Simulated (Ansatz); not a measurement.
**WGe (model structure, started from the FeB type, Pnma, No. 62, 8 atoms in the cell): properties by level of theory**

```
level (code)         volume per atom (Å³/atom)  enthalpy of formation (eV/atom)
-------------------  -------------------------  -------------------------------
PBE (Ansatz)                             15.67                       (withheld)
PBEsol (Ansatz)                     (withheld)                            0.279
PBE-D3(BJ) (Ansatz)                      15.22                            0.282
```

Some entries are withheld; supply them.


- PBE (Ansatz, a program for electronic structure), enthalpy of formation (eV/atom): 0.358
- PBEsol (Ansatz), volume per atom (Å³/atom): 15.17

Ansatz's density-functional and Hartree–Fock values are scalar-relativistic unless marked +SOC, with PAW data made under PBE.

The computed numbers hold no vibrational or temperature effects.

A model structure was made by putting elements into a prototype or built by hand; it is no filed structure, need not be a known phase, and can be a saddle point held by its symmetry.
